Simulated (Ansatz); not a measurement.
A periodic model of amorphous Al$_{28}$O$_{44}$Si:

```xyz
73
Lattice="9.3630 0.0394 -0.2052 0.0394 9.4187 0.1170 -0.2052 0.1170 8.8983" Properties=species:S:1:pos:R:3 pbc="T T T"
Al     4.6662     8.9816     2.9590
Al     3.4712     8.5635     8.5282
Al     8.1135     4.6329     7.4574
Al     0.4543     3.5059     5.6837
Al     4.4447     6.2740     4.3286
Al     2.3455     8.2163     5.3221
Al     3.8848     3.7819     5.1766
Al     6.4119     4.5910     3.3936
Al     0.3829     0.2355     2.7114
Al     8.4123     2.9071     1.3812
Al     1.7033     3.7860     2.7980
Al    -0.1331     0.8847     8.6378
Al     1.3186     3.8749     8.7396
Al     6.6763     1.2461     2.8504
Al     5.2475     0.2231     5.7785
Al     0.0984     6.1975     4.1706
Al     4.6022     4.2724     8.1591
Al     7.7651     7.5548     2.6014
Al     1.4305     7.2148     1.4035
Al     2.5344     1.7539     7.0445
Al     8.5725     7.6494     8.0900
Al     3.6800     5.6415     1.3230
Al     3.7164     1.7763     1.1724
Al     2.5007     1.3615     4.2292
Al     6.0254     7.2522     0.6425
Al     6.4440     2.9728     6.2057
Al     5.8648     1.2402     8.7514
Al     1.8727     6.1812     7.1205
O      7.8753     1.5906     0.2284
O      5.4819     0.7871     1.5935
O      2.0214     5.4832     2.0829
O      7.8074     5.6248     2.8866
O      7.7717     7.3804     0.6577
O      0.7630     6.8287     8.6181
O      3.1104     0.8746     8.5369
O      2.8174     5.0628     8.4433
O      2.8217     7.7856     7.0843
O      1.2202     6.8146     5.4862
O      9.0714     4.0852     0.1853
O      5.0274     2.6957     0.2779
O      5.9317     8.0620     6.1466
O      8.1084     7.4583     4.5481
O      3.2569     7.4930     1.1094
O      6.1095     5.8550     4.8841
O      2.5009     3.1243     1.2555
O      3.2666     0.7814     2.6329
O      0.7344     4.6552     7.0796
O      0.8883     9.1676     1.1566
O      0.6409     4.4545     4.1962
O      5.9834     1.4068     6.8915
O      6.3018     4.2090     7.4724
O      3.7182     3.1367     6.8282
O      3.4335     0.5771     5.7185
O      5.6421     0.5482     4.0953
O      7.0811     2.9910     2.5880
O      7.9909     0.0754     2.6762
O      8.7292     9.2006     7.3806
O      1.4044     9.3851     4.2941
O      3.7477     7.8702     4.1445
O      5.8790     7.6903     2.4111
O      5.2473     8.7681     8.5956
O      5.2230     5.7099     0.2953
O      2.9813     3.0657     3.8541
O      5.6005     3.3971     4.7237
O      8.1438     3.4037     6.0228
O      4.6824     5.2131     2.8675
O      3.4997     5.4403     5.5490
O      0.3247     7.3754     2.8093
O      1.4727     2.1073     5.6091
O      7.8260     6.3870     6.9613
O      0.4295     2.2152     2.5579
O      0.9896     2.1907     8.0762
Si     6.9985     7.0082     5.6274
```

Computed with PBE, scalar-relativistic without spin-orbit coupling (plane waves to 420 eV, PAW; Ansatz, a quantum-chemistry and plane-wave program).

It comes from a melt-quench run on a machine-learned potential (CHGNet), relaxed afterwards by DFT. O atoms were pushed apart under 1.9 Å during the dynamics, to hinder bonds among them. The hot cell started wider than the set density and was brought back towards it in steps. It is the lowest in DFT energy of 2 quenches. It is a model cell: composition and starting density were chosen by hand, and all elements were melted together. No dispersion term was used. Its density started from a set value of 3.06 and ended at 3.15 g/cm³. The quench (nominally 410 K/ps over its main leg) was far faster than any real one, so the model tends to hold more defects than a real film. A cell of this size samples the disorder only roughly. Volume and shape were free in the relaxation.

Neighbours within Al-Al 2.66 Å, Al-O 2.46 Å, Al-Si 2.55 Å, O-O 1.58 Å, O-Si 2.12 Å, Si-Si 2.60 Å count as bonded. Two cations that share two anions don't count as bonded, nor two that share one unless they lie closer than Al-Al 2.59 Å, Al-Si 2.48 Å, Si-Si 2.38 Å.

### Question
Give the coordination numbers, mean bond lengths and angles.

### Answer

| Property | Result |
|---|---|
| Mean coordination of Al by anions | 4.68 (11 with 4, 15 with 5, 2 with 6) |
| Mean coordination of O | 3.07 (2 with 2, 37 with 3, 5 with 4) |
| Mean coordination of Si by anions | 4.00 (1 with 4) |
| Mean Al-O bond | 1.865 Å (spread 0.102 Å, 131 counted) |
| Mean O-Si bond | 1.631 Å (spread 0.037 Å, 4 counted) |
| Bond angle at Al | mean 107.2°, spread 24.2° |
| Bond angle at O | mean 116.0°, spread 16.9° |
| Bond angle at Si | mean 109.5°, spread 5.1° |

### Question
List the pairs of like atoms that count as bonded by the rules above.

### Answer
There are none by these rules.
